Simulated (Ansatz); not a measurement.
An Ansatz (a first-principles code) input (Ansatz, PBE, PAW, cutoff 420 eV, without spin-orbit coupling, earlier PAW set):

Ansatz 0.2 input:
```yaml
crystal:
  lattice:
    - [0, 2.8730081885, 2.8730081885]
    - [2.8730081885, 0, 2.8730081885]
    - [2.8730081885, 2.8730081885, 0]
  atoms:
    - { symbol: As, position: [0.75, 0.75, 0.75] }
    - { symbol: Ga, position: [0, 0, 0] }
basis: { ecutwfc: 420, ecutrho_ratio: 4, xc_grid: 2, fft_grid_basis: typed }
kpoints: { mp_grid: { grid: [10, 10, 10] } }
hamiltonian:
  xc: pbe
  dispersion: none
  pseudopotentials: { azcp: { folder: ./paw }, kind: paw }
scf: { occupations: { method: fermi_dirac, width: 0.05 }, convergence: { dr2_threshold: 0.0000000002 } }
output: { forces: true, stress: true }
checkpoint: { write: state.ck, write_every: 1000 }
```

Question: Which symmetry and how many k-points will the program report, and about how many plane waves at Γ?

Answer: Space group F-43m (ITA 216) with 24 operations, k-points 47 of 1000, and 941 plane waves at Γ.

No phonon test of stability was made. The cell was made from BAs by this change: B → Ga.
